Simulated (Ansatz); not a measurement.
## Thickness series in BaF2

Base system: BaF2 in the fluorite structure (space group Fm-3m, No. 225; a = 6.137 Å). Axes: x, y, z lie along the cube axes.

Free-standing slabs (3 atom(s) a layer) normal to [111] with 15 Å of vacuum; in-plane cell held at bulk.

Computed with PBEsol (Ansatz, a first-principles code; PAW; 420 eV plane waves; no spin-orbit coupling).

### Question
Only one of these has a direct gap. Which?
(A) 2 layers
(B) 1 layer
(C) 4 layers

### Answer
B, 1 layer. Computed: 4 layers: indirect, K–Γ (37 % along) → Γ; 1 layer: direct at Γ; 2 layers: indirect, K–Γ (58 % along) → Γ

Whether these cells are dynamically stable was not tested. k-point labels follow each cell's own Brillouin zone.
